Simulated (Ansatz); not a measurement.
Here is the system:

```
SiC
1.0
    0.00000     2.23368     2.23368
    2.23368     0.00000     2.23368
    2.23368     2.23368     0.00000
Si C
1 1
Direct
  0.00000   0.00000   0.00000
  0.25000   0.25000   0.25000
```

No spin polarisation.

Calculations: PBE (Ansatz, an electronic-structure program), scalar-relativistic without spin-orbit coupling. k-mesh 13×13×13 (Γ-centred); smearing 0.05 eV (Fermi–Dirac).

**Question.** Predict the hole mass and band gap.

**Answer.** 
* **Hole mass (degenerate bands, along [100])**: 0.33, 0.59, 0.59 mₑ (at Γ)
* **Band gap**: 1.42 eV

The cells carry an imposed strain or load. Masses are band curvatures over ±0.01 Å⁻¹ around the edge. No phonon test of stability was made. The cell was made from SiC in the zinc blende structure (space group F-43m, No. 216) by this change: isotropic strain +2.00 %.
